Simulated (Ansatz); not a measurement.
```yaml
junction: basal extrinsic fault in hcp Re
cell_area: 6.67 Å²
transmission_a_spin: 0.9208
channels_of_the_lower_lead: 1.296
channels_of_the_upper_lead: 1.296
```

Computed with PBE (plane waves, PAW; Ansatz, a quantum-chemistry and plane-wave program).

**Question.** Work out the resistance-area product that the junction adds between diffusive leads.

**Answer.** AR = A (h/2e²)[1/T − 1/(2N₁) − 1/(2N₂)] = 6.67 × 10⁻²⁰ m² × 12906 Ω × 0.315 = 0.27 × 10⁻¹⁵ Ω m².
